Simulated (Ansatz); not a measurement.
## Response to strain in Ir

Start from Ir in the fcc (Cu type) structure (space group Fm-3m, No. 225; a = 3.845 Å; relaxed with 0.1 eV smearing).

Strains are applied to the cell and any free atomic positions relax.

Computed with r2SCAN (Ansatz, a program for electronic structure), spin-orbit coupling left out.

```csv
isotropic strain (%),pressure (GPa)
-3,43.2
-2.5,34.6
-2,26.6
-1.5,19.1
-1,?
-0.5,5.9
0,0.0
```

Problem. Fit P = P₀ − Bδ + Cδ² with δ = (1 + ε)³ − 1 to the rows shown and predict the withheld row.

Solution. Least squares on the printed values gives P₀ = 0.0 GPa, B = 365 GPa, C = 1480 GPa (largest residual 0.1 GPa); this predicts 12.2 GPa, and the run gives 12.2 GPa, in agreement.

No phonon test of stability was made. All final runs are without spin polarisation.
